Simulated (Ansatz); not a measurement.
# Li: transverse stress against strain

Li (bcc, Im-3m, 20.252 Å³/atom at rest, cube axes along x, y and z) under a strain ε along a cube axis (axis z), the other axes held. PBEsol in Ansatz, a plane-wave DFT program (PAW, default set), 420 eV, 27×27×27 Γ-centred mesh, Fermi-Dirac smearing 0.10 eV; ions are relaxed within the symmetry of each cell. Stress is positive for a compressed cell.

Here s stands for strain and y for stress xx.

```csv
strain (%),stress xx (GPa)
-1.50,0.21
-1.00,0.14
-0.50,0.07
0.00,0.01
0.50,-0.06
1.00,-0.12
1.50,-0.19
3.00,?
```

Q: Fit y against s with a straight line, and predict the withheld value at s = 3.00.

A: Means: s 0, y 0.009. About the means, the sum of products is -0.92500 and the sum of squares of s is 7.0000; the slope is their ratio. Least squares gives y = 0.009 - 0.1321·s. Residuals (row less fit): 0.003, -0.001, -0.005, 0.001, -0.003, 0.003, -0.001; standard error 0.003 (degrees of freedom: 5). The slope gives the elastic constant C12 = 13.2 ± 0.1 GPa. At the withheld row, y = 0.009 - 0.1321 × 3.0 = -0.387 GPa. The calculation gives -0.37 GPa, 0.017 GPa above the prediction (2.9 % of the range of y in the table). The row lies outside the fitted rows, so this is an extrapolation. The fitted rows scatter only by rounding.

In a metal these values are sensitive to mesh and smearing; energies are taken to zero smearing, stresses follow the free energy. Rows are the converged runs of the series near zero and its far end; series whose fitted rows scatter by over a few per cent of the range, as at a crossing or softening among them, aren't shown in this form. Most that stay on the fit to the last digits aren't either.
